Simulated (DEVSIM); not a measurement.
System: InP n-i-p diode, at 300 K.

| layer (left to right) | material | thickness (μm) | Nd (cm⁻³) | Na (cm⁻³) | τn (s) | τp (s) |
|---|---|---|---|---|---|---|
| 1 | InP | 0.140 | 1.8e17 | - | 7.9e-8 | 7.9e-8 |
| 2 | InP | 2.50 | - | 1.2e11 | 7.9e-8 | 7.9e-8 |
| 3 | InP | 1.40 | - | 3.4e17 | 7.9e-8 | 7.9e-8 |

Left contact: ohmic. Right contact: ohmic. Voltage is applied to the left contact. Recombination: SRH at mid-gap, radiative, Auger. Mobility is μmin + (μ − μmin)/(1 + (N/Nref)^α).

Constants are typed, rounded textbook-type inputs, not results; the design itself was drawn at random and stands for no fabricated device. Values at 300 K.

```csv
parameter,InP
gap (eV),1.344
affinity (eV),4.38
permittivity,12.5
Nc (cm⁻³),5.7e17
Nv (cm⁻³),1.1e19
μn (cm²/Vs),5200
μp (cm²/Vs),170
"μn,min",400
"μp,min",10
"Nref,n",3e17
"Nref,p",4.9e17
αn,0.47
αp,0.62
B (cm³/s),1.2e-10
Cn (cm⁶/s),9e-31
Cp (cm⁶/s),9e-31
```

DEVSIM, 1D drift-diffusion, Boltzmann statistics, complete ionisation; no tunnelling, impact ionisation, image-force lowering or self-heating.

### Question
Give the small-signal capacitance in reverse bias (quasi-static).

### Answer

| V (V) | C (nF/cm²) |
|---|---|
| 0.1 | 4.78 |
| 0.25 | 4.72 |
| 0.5 | 4.66 |
| 0.75 | 4.61 |
| 1 | 4.58 |
| 1.5 | 4.53 |
| 2 | 4.50 |
| 2.5 | 4.48 |
| 3.25 | 4.46 |
| 4 | 4.44 |
| 5 | 4.43 |
